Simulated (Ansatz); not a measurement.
# BaAu2 (space group P6/mmm, No. 191)

```
BaAu2
1.0
    4.84200     0.00000     0.00000
   -2.42100     4.19329     0.00000
    0.00000     0.00000     4.19152
Ba Au
1 2
Direct
  0.00000   0.00000   0.00000
  0.66667   0.33333   0.50000
  0.33333   0.66667   0.50000
```

All numbers come from r2SCAN, PAW, 500 eV (Ansatz, a first-principles code; no spin-orbit coupling). Settings: 11×11×11 k-points, 0.05 eV Fermi–Dirac smearing.

The volume per atom is 28.37 Å³ and the density comes out as 10.37 g/cm³. The band gap comes out as zero. The total energy is -10764.641 eV/atom (σ→0; compares only within this code and set-up).

No phonon test of stability was made.
